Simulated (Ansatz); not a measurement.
Base system: TlBr in the CsCl type structure (space group Pm-3m, No. 221).

```yaml
crystal:
  lattice:
    - [3.91452, 0.00000, 0.00000]
    - [0.00000, 3.91452, 0.00000]
    - [0.00000, 0.00000, 3.91452]
  atoms:
    - { symbol: Tl, position: [0.00000, 0.00000, 0.00000] }
    - { symbol: Br, position: [0.50000, 0.50000, 0.50000] }
```

Cartesian axes are those of the cell as printed.

The values are results of PBEsol, PAW, 420 eV (Ansatz, an electronic-structure program; spin-orbit coupling left out), earlier PAW set, not measurements.

Free-standing slabs (2 atom(s) a layer) normal to [110] with 15 Å of vacuum; in-plane cell held at bulk.

One change was made to it. Results:

The gap character is indirect, Y → X; the band gap decreases by 0.21 eV (1.59 eV → 1.38 eV).

Q: What was done to the base?
(A) 1 layer
(B) 3 layers
(C) 6 layers
(D) 7 layers

A: A, 1 layer. For comparison, the band gap in the other runs: 3 layers gives 1.71 eV; 6 layers gives 1.85 eV; 7 layers gives 1.71 eV.

With Tl present, leaving out spin-orbit coupling can change the band edges. Whether these cells are dynamically stable was not tested. k-point labels follow each cell's own Brillouin zone.
